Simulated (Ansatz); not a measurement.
Base system: ZnCu$_{2}$SnS$_{4}$ (space group I-4, No. 82; a = 5.317 Å, c = 10.643 Å). Axes: x, y, z lie along a, b, c of the conventional cell.

Method: LDA/PAW in Ansatz (an electronic-structure program), no spin-orbit coupling.

For the base:

- Pressure = 0.00 GPa
- Shortest interatomic distance = 2.245 Å

One thing is altered: the cell is compressed by 1.50 % along x with no lateral relaxation, atoms relaxed at fixed cell.

Problem. What happens to the pressure and shortest interatomic distance?

Solution. The pressure (mean of the normal stresses, compression positive) goes from zero to 1.37 GPa; the shortest interatomic distance decreases by 0.012 Å to 2.233 Å.

The cells carry an imposed strain or load. No phonon test of stability was made. The final runs are not spin-polarised.
